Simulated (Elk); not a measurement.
Band structure of Fe2Si (I4/mmm, 3 atoms in the cell).

```
CELL_PARAMETERS angstrom
     -1.33414     1.33414     4.40849
      1.33414    -1.33414     4.40849
      1.33414     1.33414    -4.40849
ATOMIC_POSITIONS crystal
  Fe 0.33963 0.33963 0.00000
  Fe 0.66037 0.66037 0.00000
  Si 0.00000 0.00000 0.00000
```
Moments meant for the start (each program seeds them in its own way; μB, in the order of the atoms Fe Fe Si): 4.0 4.0 0.0.

Computed with LDA (PW92), all-electron FP-LAPW, Elk's shipped species files, default APW+lo basis (Elk).

Settings: xctype = 3; spinpol = true; rgkmax = 7; stype = 3; swidth = 0.00499791 Ha; ngridk = 9 9 9; reducebf = 0.7; nempty = 12 per atom; bfcmt = [[0.0, 0.0, -1.0], [0.0, 0.0, -1.0], [0.0, 0.0, 0.0]].

The starting cell comes from a database of computed structures (which also holds hypothetical and non-ambient phases and stackings), without a prior relaxation at this level. Its lattice was rescaled by a random factor within 2.5 % of one. The starting moments vanished: the run ended non-magnetic, which need not be the lowest state. Values depend on the basis (sphere radii, cutoffs, local orbitals), which need not be converged.

Levels in eV from the Fermi level, bands 15 to 22 of the first spin channel:
```json
[
 {"point": "Γ", "15": "-1.31", "16": "-0.99", "17": "-0.99", "18": "-0.64", "19": "-0.09", "20": "0.30", "21": "0.34", "22": "7.59"},
 {"point": "X", "15": "-1.70", "16": "-1.14", "17": "0.22", "18": "0.54", "19": "0.56", "20": "1.95", "21": "2.15", "22": "3.17"},
 {"point": "Y", "15": "-1.79", "16": "-1.16", "17": "0.19", "18": "0.53", "19": "0.64", "20": "1.71", "21": "2.07", "22": "2.46"},
 {"point": "S", "15": "-1.95", "16": "-1.71", "17": "-1.31", "18": "-0.45", "19": "0.22", "20": "0.55", "21": "0.91", "22": "5.44"},
 {"point": "Z", "15": "-1.82", "16": "-0.56", "17": "0.03", "18": "0.03", "19": "0.11", "20": "0.23", "21": "3.83", "22": "5.99"},
 {"point": "S1", "15": "-1.95", "16": "-1.71", "17": "-1.31", "18": "-0.45", "19": "0.22", "20": "0.55", "21": "0.91", "22": "5.44"},
 {"point": "N", "15": "-1.87", "16": "-1.67", "17": "-1.63", "18": "-0.25", "19": "0.07", "20": "0.53", "21": "0.95", "22": "4.22"},
 {"point": "P", "15": "-2.09", "16": "-0.02", "17": "0.33", "18": "0.33", "19": "0.54", "20": "0.56", "21": "1.99", "22": "3.33"},
 {"point": "Y1", "15": "-1.79", "16": "-1.16", "17": "0.19", "18": "0.53", "19": "0.64", "20": "1.71", "21": "2.07", "22": "2.46"}
]
```

Bands cross the Fermi level along this path, so the cell is metallic at this level.

The net moment of the cell came out as 0.00 μB.
